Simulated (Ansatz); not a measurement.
**CaO (model structure, started from the CsCl type, Pm-3m, No. 221, 2 atoms in the cell; like a known high-pressure phase)**

Computed with r²SCAN (Ansatz, an electronic-structure program, plane waves, PAW).

Numerical settings: plane-wave cutoff 560 eV, 12×12×12 k mesh, Fermi–Dirac smearing 0.01 eV, scalar-relativistic PAW data made under PBE.

Cell (relaxed with PBEsol):

```xyz
2
Lattice="2.8882 0.0000 0.0000 0.0000 2.8882 0.0000 0.0000 0.0000 2.8882" Properties=species:S:1:pos:R:3 pbc="T T T"
Ca     0.0000     0.0000     0.0000
O      1.4441     1.4441     1.4441
```

band gap: 3.27 eV (indirect)
smallest direct gap on the k points sampled: 3.58 eV

Note: cell and atoms aren't relaxed at this level (pressure 1.9 GPa).

Static lattice: no zero-point or thermal effects.

The result took around 6 core-seconds (rough).

A model structure was made by putting elements into a prototype or built by hand; it is no filed structure, need not be a known phase, and can be a saddle point held by its symmetry.
